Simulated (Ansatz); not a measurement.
Sb (model structure, started from the diamond type, Fd-3m, No. 227, 2 atoms in the cell), treated with r²SCAN in Ansatz (PAW).

Numerical settings: plane-wave cutoff 560 eV, 16×16×16 k mesh, Fermi–Dirac smearing 0.05 eV, scalar-relativistic PAW data made under PBE.

Cell (relaxed at this level):

```yaml
crystal:
  lattice:
    - [0.00000, 3.47026, 3.47026]
    - [3.47026, 0.00000, 3.47026]
    - [3.47026, 3.47026, 0.00000]
  atoms:
    - { symbol: Sb, position: [0.25000, 0.25000, 0.25000] }
    - { symbol: Sb, position: [0.00000, 0.00000, 0.00000] }
```

Q: Estimate the bulk modulus B0 that the calculation returns.

A: 
- bulk modulus B0 = 34.0 GPa

The run finds no gap.

Note: the bulk modulus is −V dP/dV from two relaxed cells at ±2 % in volume; the relaxation could raise the start's symmetry but not lower it, so the cell can be a saddle point.

Spin–orbit coupling is not included; it can open a gap where bands touch, and shift volumes and moduli.

The computed numbers hold no vibrational or temperature effects.

Cost on a shared machine: around 80 core-seconds (rough).

A model structure was made by putting elements into a prototype or built by hand; it is no filed structure, need not be a known phase, and can be a saddle point held by its symmetry.

Ansatz is an electronic-structure program.
